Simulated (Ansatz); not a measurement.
Input and output of a self-consistent single point for Zr₃AlN₂ (P6_3/mmc, 12 atoms in the cell) (Ansatz, an electronic-structure program).

Method of the run: LDA (PW92), default PAW files made with PBE (plane waves; Ansatz).

```
CELL_PARAMETERS angstrom
      3.11654     0.00000     0.00000
     -1.55827     2.69900     0.00000
      0.00000     0.00000    17.95541
ATOMIC_POSITIONS crystal
  Zr 0.00000 0.00000 0.00000
  Zr 0.00000 0.00000 0.50000
  Zr 0.33333 0.66667 0.13500
  Zr 0.66667 0.33333 0.63500
  Zr 0.66667 0.33333 0.86500
  Zr 0.33333 0.66667 0.36500
  Al 0.00000 0.00000 0.25000
  Al 0.00000 0.00000 0.75000
  N  0.33333 0.66667 0.57250
  N  0.66667 0.33333 0.07250
  N  0.66667 0.33333 0.42750
  N  0.33333 0.66667 0.92750
```

Reference input (self-consistent single point, DFT, PBE, plane waves, default PAW files): basis.ecutwfc = 420 eV; kpoints.mp_grid.grid = 10 10 2; hamiltonian.xc = pbe; hamiltonian.pseudopotentials = {kind: paw} (the program's default PAW files); scf.occupations.method = fermi_dirac; scf.occupations.width = 0.1 eV. This run's input differs from it in these lines:

Ansatz 0.2 input:
```diff
@@ -23,3 +23,3 @@
 hamiltonian:
-  xc: pbe
+  xc: lda
   pseudopotentials: { kind: paw }
```

Output (repeated stretches shortened):

```
SCF iter   1: F=—  HF=-27001.700383 eV  |F-HF|=—  |Δ(HF+E_count)|=         —  Δρ=8.03e-3  dr2=1.25e-1  ethr=1.77e-3  ⟨swp⟩=6.1  Hψ=6961  notcnv=0  defer=8
all-band conjugate gradients solve this SCF's bands
preconditioner: auto → Kerker (q_TF=auto, 2.539 Å⁻¹)
SCF iter   2: F=—  HF=-27001.682962 eV  |F-HF|=—  |Δ(HF+E_count)|=   1.74e-2  Δρ=3.66e-3  dr2=2.34e-2  ethr=1.28e-4  ⟨swp⟩=2.0  Hψ=2120  notcnv=0  defer=11
   [... lines left out ...]
SCF iter   4: F=—  HF=-27001.679191 eV  |F-HF|=—  |Δ(HF+E_count)|=   8.57e-4  Δρ=3.46e-4  dr2=2.03e-4  ethr=5.20e-6  ⟨swp⟩=2.1  Hψ=2188  notcnv=0  defer=11
SCF iter   5: F=—  HF=-27001.679119 eV  |F-HF|=—  |Δ(HF+E_count)|=   7.13e-5  Δρ=7.55e-5  dr2=7.49e-6  ethr=2.07e-7  ⟨swp⟩=2.0  Hψ=2387  notcnv=0  defer=11
SCF iter   6: F=—  HF=-27001.678843 eV  |F-HF|=—  |Δ(HF+E_count)|=   2.76e-4  Δρ=1.22e-5  dr2=3.13e-7  ethr=7.64e-9  ⟨swp⟩=2.0  Hψ=2401  notcnv=0  defer=11
SCF iter   7: F=-27001.678843 eV  HF=-27001.678843 eV  |F-HF|=4.64e-9  |Δ(HF+E_count)|=   3.12e-8  Δρ=2.07e-6  dr2=8.35e-9  ethr=1.02e-10  ⟨swp⟩=8.4  Hψ=6369  notcnv=0
SCF 1 converged in 7 iterations: F = -27001.678843 eV  dr2 = 8.35e-9
Free energy (F): -27001.678843 eV
Internal energy: -27001.538691 eV  (E = F + TS)
E sigma→0 (E₀):  -27001.608767 eV
Entropy (-TS):   -0.140153 eV (-11.679 meV/atom)
Fermi energy:    16.875153 eV
--- Forces (eV/Å), atoms counted from 1 ---
  atom   1  Zr     0.00000000     0.00000000     0.00000000
  atom   2  Zr     0.00000000    -0.00000000     0.00000000
  atom   3  Zr     0.00000000    -0.00000000     0.93122252
  atom   4  Zr    -0.00000000     0.00000000     0.93122252
  atom   5  Zr    -0.00000000    -0.00000000    -0.93122252
  atom   6  Zr     0.00000000     0.00000000    -0.93122252
  atom   7  Al    -0.00000000     0.00000000     0.00000000
  atom   8  Al     0.00000000     0.00000000    -0.00000000
   [... lines left out ...]
  atom  12  N      0.00000000     0.00000000     1.08199181
--- Stress (GPa, compression-positive) ---
       29.416102       0.000000      -0.000000
        0.000000      29.416102       0.000000
       -0.000000       0.000000      39.957502
  P = ⅓ Tr σ = 32.9299 GPa (329.299 kbar)
  The stress holds the Pulay correction. Without it, at fixed plane waves, as pw.x and ABINIT print it: P = 32.5909 GPa
```

The run converged in 7 iterations. Against the reference run the pressure goes from 44.44 to 32.93 GPa and the largest force goes from 1.385 to 1.082 eV/Å.

The starting cell was generated: these elements placed on a structure prototype, without a prior relaxation; it need not be a known phase or ordering of this composition. With a pressure of about 33 GPa the cell is away from its equilibrium volume at this level. Forces in this geometry exceed 1 eV/Å. Ansatz's pressure includes its estimate of the finite-basis (Pulay) stress.
